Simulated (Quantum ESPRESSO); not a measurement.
## Variants of one calculation on a sheet of TiTe₂ (3 atoms in the cell)

```xyz
3
Lattice="3.9889 0.0000 0.0000 -1.9945 3.4545 0.0000 0.0000 0.0000 17.1706" Properties=species:S:1:pos:R:3 pbc="T T T"
Ti     0.0000     0.0000     8.5853
Te     0.0000     2.3030    10.1706
Te     1.9945     1.1515     7.0000
```

Base run A: PBE, PseudoDojo standard norm-conserving (PBE) pseudopotentials in Quantum ESPRESSO 7.5, self-consistent single point.

Its settings: ecutwfc = 85 Ry; occupations = smearing; smearing = gauss; degauss = 0.0036749 Ry; potentials = {Ti: Ti.upf, Te: Te.upf}; K_POINTS = automatic 7 7 1 0 0 0; conv_thr = 1e-09 Ry; mixing_beta = 0.5.

The starting cell was generated: these elements placed on a structure prototype, without a prior relaxation; it need not be a known phase or ordering of this composition. Its lattice was rescaled in the plane by a random factor within 2.5 % of one. Spin polarisation is off, so a magnetic state, if there is one, cannot be reached.

ΔF is the free energy per atom less that of run A. A dash stands where there is no value to compare (another energy zero or no entropy term, no result, no spin, no clean gap, or a mesh too coarse for one). Total energies depend on the potentials, the functional and any Hubbard or dispersion term, so they are compared only between runs that share all of them.

Run A gave: largest force (eV/Å) 0.390; k-points 8.

Runs:
- B: degauss: 0.0036749 Ry → 0.02205 Ry; K_POINTS: automatic 7 7 1 0 0 0 → automatic 4 4 1 0 0 0
- C: degauss: 0.0036749 Ry → 0.0147 Ry
- D: ecutrho: default → 1020 Ry
- E: parallel starting moments (0.25 0 0 μB); nspin: default → 2
- F: noncolin: default → true; lspinorb: default → true; input_dft: default → pz; potentials: PseudoDojo fully relativistic norm-conserving (PBE) [LDA (PZ), spin-orbit coupling]
- G: vdw_corr: default → grimme-d3; dftd3_version: default → 3; dftd3_threebody: default → false [PBE-D3(0)]
- H: mixing_mode: default → TF
- I: input_dft: default → b86bpbe [B86bPBE]
- J: mixing_ndim: default → 4

Q: What does run G change against A?

A: The largest force goes from 0.390 to 0.409 eV/Å.

Q: What does run C change against A?

A: The free energy falls by 4.0 meV/atom and the largest force hardly changes (0.390 to 0.383 eV/Å).

| run | ΔF (meV/atom) | largest force (eV/Å) | k-points |
|---|---|---|---|
| A | 0.00 | 0.390 | 8 |
| B | 9.0 | 0.437 | 4 |
| C | -4.0 | 0.383 | 8 |
| D | 0.00 | 0.390 | 8 |
| E | -0.08 | 0.390 | 8 |
| F | – | 0.150 | 8 |
| G | – | 0.409 | 8 |
| H | 0.00 | 0.390 | 8 |
| I | – | 0.436 | 8 |
| J | 0.00 | 0.390 | 8 |
